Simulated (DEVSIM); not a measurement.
System: Al/Si3N4/p-Si capacitor, at 250 K.

| layer (left to right) | material | thickness (nm) | Na (cm⁻³) |
|---|---|---|---|
| 1 | Si3N4 | 2.60 | - |
| 2 | Si | 2100 | 3.6e15 |

Metal gate on the left, work function 4.1 eV. Fixed charge at the semiconductor interface 5.5e11 cm⁻² (in units of +e); no interface traps.

Constants are typed, rounded textbook-type inputs, not results; the design itself was drawn at random and stands for no fabricated device. Values at 300 K; Nc and Nv go as T^1.5, mobilities as T to minus their exponent, the gap by Varshni's rule with the affinity fixed.

```csv
parameter,Si3N4,Si
gap (eV),5.1,1.124
affinity (eV),2.1,4.05
permittivity,7.5,11.7
Nc (cm⁻³),-,2.86e19
Nv (cm⁻³),-,3.1e19
Varshni α (eV/K),-,0.000473
Varshni β (K),-,636
```

Model (solved in DEVSIM): 1D Poisson equation in equilibrium, Boltzmann statistics, complete ionisation; no quantum confinement or tunnelling. Metal contacts follow the ideal Schottky-Mott rule: no Fermi-level pinning, no interface dipoles.

Problem. Tabulate band edges, carrier densities and field at -0.4 V on the gate.

Solution. Energies count from the Fermi level of the right contact; mesh points crowd at the junctions.

```json
[
 {"x (μm)": "0.000", "Ec (eV)": "2.400", "Ev (eV)": "-2.700", "n (cm⁻³)": "< 1e2", "p (cm⁻³)": "< 1e2", "field (V/cm)": "-96000"},
 {"x (μm)": "0.0008205", "Ec (eV)": "2.392", "Ev (eV)": "-2.708", "n (cm⁻³)": "< 1e2", "p (cm⁻³)": "< 1e2", "field (V/cm)": "-96000"},
 {"x (μm)": "0.001686", "Ec (eV)": "2.384", "Ev (eV)": "-2.716", "n (cm⁻³)": "< 1e2", "p (cm⁻³)": "< 1e2", "field (V/cm)": "-96000"},
 {"x (μm)": "0.002511", "Ec (eV)": "2.376", "Ev (eV)": "-2.724", "n (cm⁻³)": "< 1e2", "p (cm⁻³)": "< 1e2", "field (V/cm)": "-96000"},
 {"x (μm)": "0.004056", "Ec (eV)": "0.429", "Ev (eV)": "-0.708", "n (cm⁻³)": "5.0e10", "p (cm⁻³)": "130000", "field (V/cm)": "24000"},
 {"x (μm)": "0.006769", "Ec (eV)": "0.435", "Ev (eV)": "-0.701", "n (cm⁻³)": "3.7e10", "p (cm⁻³)": "170000", "field (V/cm)": "23000"},
 {"x (μm)": "0.01193", "Ec (eV)": "0.447", "Ev (eV)": "-0.689", "n (cm⁻³)": "2.1e10", "p (cm⁻³)": "300000", "field (V/cm)": "23000"},
 {"x (μm)": "0.02762", "Ec (eV)": "0.482", "Ev (eV)": "-0.654", "n (cm⁻³)": "4.1e9", "p (cm⁻³)": "1600000", "field (V/cm)": "22000"},
 {"x (μm)": "0.05297", "Ec (eV)": "0.537", "Ev (eV)": "-0.599", "n (cm⁻³)": "3.3e8", "p (cm⁻³)": "2.0e7", "field (V/cm)": "21000"},
 {"x (μm)": "0.1064", "Ec (eV)": "0.640", "Ev (eV)": "-0.496", "n (cm⁻³)": "2700000", "p (cm⁻³)": "2.4e9", "field (V/cm)": "18000"},
 {"x (μm)": "0.2080", "Ec (eV)": "0.792", "Ev (eV)": "-0.344", "n (cm⁻³)": "2300", "p (cm⁻³)": "2.8e12", "field (V/cm)": "12000"},
 {"x (μm)": "0.5169", "Ec (eV)": "0.944", "Ev (eV)": "-0.193", "n (cm⁻³)": "< 1e2", "p (cm⁻³)": "3.1e15", "field (V/cm)": "510"},
 {"x (μm)": "1.051", "Ec (eV)": "0.947", "Ev (eV)": "-0.189", "n (cm⁻³)": "< 1e2", "p (cm⁻³)": "3.6e15", "field (V/cm)": "≈ 0"},
 {"x (μm)": "1.551", "Ec (eV)": "0.947", "Ev (eV)": "-0.189", "n (cm⁻³)": "< 1e2", "p (cm⁻³)": "3.6e15", "field (V/cm)": "≈ 0"},
 {"x (μm)": "1.882", "Ec (eV)": "0.947", "Ev (eV)": "-0.189", "n (cm⁻³)": "< 1e2", "p (cm⁻³)": "3.6e15", "field (V/cm)": "≈ 0"},
 {"x (μm)": "1.991", "Ec (eV)": "0.947", "Ev (eV)": "-0.189", "n (cm⁻³)": "< 1e2", "p (cm⁻³)": "3.6e15", "field (V/cm)": "≈ 0"},
 {"x (μm)": "2.049", "Ec (eV)": "0.947", "Ev (eV)": "-0.189", "n (cm⁻³)": "< 1e2", "p (cm⁻³)": "3.6e15", "field (V/cm)": "≈ 0"},
 {"x (μm)": "2.076", "Ec (eV)": "0.947", "Ev (eV)": "-0.189", "n (cm⁻³)": "< 1e2", "p (cm⁻³)": "3.6e15", "field (V/cm)": "≈ 0"},
 {"x (μm)": "2.092", "Ec (eV)": "0.947", "Ev (eV)": "-0.189", "n (cm⁻³)": "< 1e2", "p (cm⁻³)": "3.6e15", "field (V/cm)": "≈ 0"},
 {"x (μm)": "2.098", "Ec (eV)": "0.947", "Ev (eV)": "-0.189", "n (cm⁻³)": "< 1e2", "p (cm⁻³)": "3.6e15", "field (V/cm)": "≈ 0"},
 {"x (μm)": "2.101", "Ec (eV)": "0.947", "Ev (eV)": "-0.189", "n (cm⁻³)": "< 1e2", "p (cm⁻³)": "3.6e15", "field (V/cm)": "≈ 0"},
 {"x (μm)": "2.103", "Ec (eV)": "0.947", "Ev (eV)": "-0.189", "n (cm⁻³)": "< 1e2", "p (cm⁻³)": "3.6e15", "field (V/cm)": "≈ 0"}
]
```
